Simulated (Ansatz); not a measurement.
Relaxation of the outer planes of the (10-10) surface of bulk hexagonal BN (AA') in its 1x1 cell (cut with top plane B + N, bottom plane B + N), outermost plane spacing 0.72 Å in the ideal cut.

Level of theory: PBE with D3(BJ) dispersion (plane waves to 420 eV, PAW; Ansatz, a quantum-chemistry and plane-wave program).

Slab: 24 atoms, B12N12, 11.6 Å thick at the start; k 10x4x1, smearing 0.025 eV, dipole-corrected; all atoms relaxed; held to the start's symmetry, so lower structures may exist; no spin (no spin-polarised run to compare, though such a face may carry moments), no spin-orbit, no U. Its gap by band count is narrow, 0.05 eV on this mesh, and the smearing reaches across it.

| plane | atoms | bulk spacing to the next (Å) | relaxed spacing (Å) | change (%) | rumpling (Å) |
|---|---|---|---|---|---|
| 1 | N + B | 0.724 | [?] | [?] | [?] |
| 2 | N + B | 1.447 | 1.513 | 4.6 | 0.03 (B outermost) |

Problem. Complete the blanks.

Solution. 
- 1, relaxed spacing (Å): 0.622
- 1, change (%): -14.0
- 1, rumpling (Å): 0.07 (N outermost)
